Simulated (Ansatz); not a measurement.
Consider Na₃Sb (space group P6_3/mmc, No. 194; a = 5.312 Å, c = 9.453 Å). Axes: x lies along a and z along c of the hexagonal cell.

All numbers come from PBEsol (Ansatz, a first-principles code), no spin-orbit coupling.

Base values:

The pressure is 0.00 GPa and the band gap is 0.43 eV.

One thing is altered: uniaxial strain ε_zz = +3.00 %, all other strain components held at zero; the atoms relax in the strained cell.

Task: Predict the new pressure and band gap.

Result: The pressure (mean of the normal stresses, compression positive) goes from zero to -0.51 GPa; the band gap falls by 0.12 eV to 0.31 eV.

With Sb present, leaving out spin-orbit coupling can change the band edges. Whether these cells are dynamically stable was not tested.
